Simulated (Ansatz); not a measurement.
We consider AlB2-type MgB₂, described by r²SCAN+rVV10 (Ansatz, a first-principles code, PAW).

Settings: plane-wave cutoff 560 eV, 24×24×16 k mesh (along the axes of the cell as run), Fermi–Dirac smearing 0.05 eV, scalar-relativistic PAW data made under PBE.

The cell is scaled about its equilibrium volume:

Shape and atoms are relaxed at each volume.

```json
[
 {"V (Å³/atom)": "9.134", "P (GPa)": "6.59", "c (Å)": "3.438", "a (Å)": "3.034"},
 {"V (Å³/atom)": "9.324", "P (GPa)": "3.14", "c (Å)": "3.471", "a (Å)": "3.051"},
 {"V (Å³/atom)": "9.515", "P (GPa)": "0.00", "c (Å)": "3.504", "a (Å)": "3.067"},
 {"V (Å³/atom)": "9.705", "P (GPa)": "-2.86", "c (Å)": "3.536", "a (Å)": "3.083"},
 {"V (Å³/atom)": "9.895", "P (GPa)": "-5.48", "c (Å)": "3.568", "a (Å)": "3.099"}
]
```

Note: the bulk modulus comes from volumes at which shape and atoms were relaxed.
